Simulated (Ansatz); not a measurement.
Consider CdSe in the zinc blende structure (space group F-43m, No. 216; a = 6.1332 Å).

Computed with r2SCAN (Ansatz, a program for electronic structure, PAW, scalar-relativistic without spin-orbit coupling).

Base values:

The pressure comes out as 0.01 GPa. The electron mass comes out as 0.093 mₑ (at Γ).

One thing is altered: an isotropic linear strain of +1.50 %, atoms relaxed at fixed cell.

Task: How does this affect the pressure, mean gap deformation potential ΔEg/Δln V, energy relative to the base and electron mass?

Result: The pressure shrinks by 2.08 GPa (0.01 GPa → -2.07 GPa); the mean gap deformation potential ΔEg/Δln V amounts to -2.2 eV; the energy increases by 8.9 meV/atom; the electron mass goes from 0.093 mₑ (at Γ) to 0.088 mₑ (at Γ).

Masses are band curvatures over ±0.01 Å⁻¹ around the edge. Whether these cells are dynamically stable was not tested.
